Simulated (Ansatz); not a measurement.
**C (model structure, started from the Ge type, P4₃2₁2, No. 96, 12 atoms in the cell): lattice parameter c by level of theory**

No measured value is used here.

```tsv
level (code)	value (Å)
LDA (Ansatz)	4.621
PBE (Ansatz)	4.681
PBEsol (Ansatz)	4.649
PBE-D3(BJ) (Ansatz)	?
r²SCAN (Ansatz)	?
r²SCAN+rVV10 (Ansatz)	4.666
```

Question: Fill in the missing entries.

Answer: 
- PBE-D3(BJ) (Ansatz, an electronic-structure program), value (Å): 4.655
- r²SCAN (Ansatz), value (Å): 4.672

Cutoffs differ between the levels. Ansatz's density-functional and Hartree–Fock values are scalar-relativistic unless marked +SOC, with PAW data made under PBE.

A model structure was made by putting elements into a prototype or built by hand; it is no filed structure, need not be a known phase, and can be a saddle point held by its symmetry.
